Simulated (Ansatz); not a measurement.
An Ansatz (a program for electronic structure) input (PBE-D3(BJ) in Ansatz (plane waves to 420 eV, PAW, scalar-relativistic without spin-orbit coupling)):

Ansatz 0.2 input:
```yaml
crystal:
  lattice:
    - [4.0343109022, 0, 0]
    - [0, 4.0343109022, 0]
    - [0, 0, 17.3743464203]
  atoms:
    - { symbol: Pb, position: [0, 0.5, 0.431670914] }
    - { symbol: O, position: [0.5, 0.5, 0.5] }
    - { symbol: O, position: [0, 0, 0.5] }
    - { symbol: Pb, position: [0.5, 0, 0.568329086] }
basis: { ecutwfc: 420, ecutrho_ratio: 4, xc_grid: 2, fft_grid_basis: typed }
kpoints: { mp_grid: { grid: [8, 8, 1] } }
hamiltonian:
  xc: pbe
  dispersion: d3bj
  pseudopotentials: { kind: paw }
scf: { occupations: { method: fermi_dirac, width: 0.05 } }
relax: { f_tol: 0.01, max_steps: 60, cell: { stress_tol: 0.02, fix: [c, alpha, beta] } }
output: { forces: true, stress: true }
checkpoint: { write: state.ck, write_every: 1000 }
```

**Question.** Which symmetry and how many k-points will the program report, and about how many plane waves at Γ?

**Answer.** Space group P4/nmm (ITA 129) with 16 operations, k-points 15 of 64, and 5531 plane waves at Γ.

Whether these cells are dynamically stable was not tested. The cell was made from PbO (space group P4/nmm, No. 129; layered, stacked along the Cartesian z axis) by this change: a free-standing slab of 1 layer (4 atoms, 4 a layer) is cut normal to the stacking axis, with 15 Å of vacuum and the in-plane cell relaxed.
